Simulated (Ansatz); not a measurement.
## A computed series for MgO: pressure series

The parent structure is MgO in the rock salt structure (space group Fm-3m, No. 225; a = 4.214 Å).

Cell and atoms are relaxed at each pressure.

Levels (all Ansatz, a first-principles code, PAW): PBEsol (420 eV, no spin-orbit coupling); HSE06 (420 eV, spin-orbit coupling left out).

```
pressure (GPa)  band gap, PBEsol (eV)  band gap, HSE06 (eV)
--------------  ---------------------  --------------------
-2                               4.50                  6.33
-1                                  ?                     ?
0                                4.62                  6.47
0.3                              4.64                  6.49
0.7                              4.66                  6.51
3                                4.80                  6.66
5                                4.91                  6.79
7.5                              5.05                  6.94
10                               5.18                  7.09
```

Fit E_g = E₀ + αP + βP² to the rows shown and predict the withheld row.

Least squares on the printed values gives 

- PBEsol: E₀ = 4.62 eV, α = 60.2 meV/GPa, β = -0.42 meV/GPa² (largest residual 0.00 eV); this predicts 4.56 eV, and the run gives 4.56 eV, in agreement
- HSE06: E₀ = 6.47 eV, α = 66.5 meV/GPa, β = -0.42 meV/GPa² (largest residual 0.00 eV); this predicts 6.40 eV, and the run gives 6.40 eV, in agreement.

Single points use the geometry relaxed with PBEsol. Load acts through the strain it causes; cell and atoms are relaxed under it. No phonon test of stability was made. Competing high-pressure phases were not computed. The base started in P3_121 and relaxed to Fm-3m at this level.
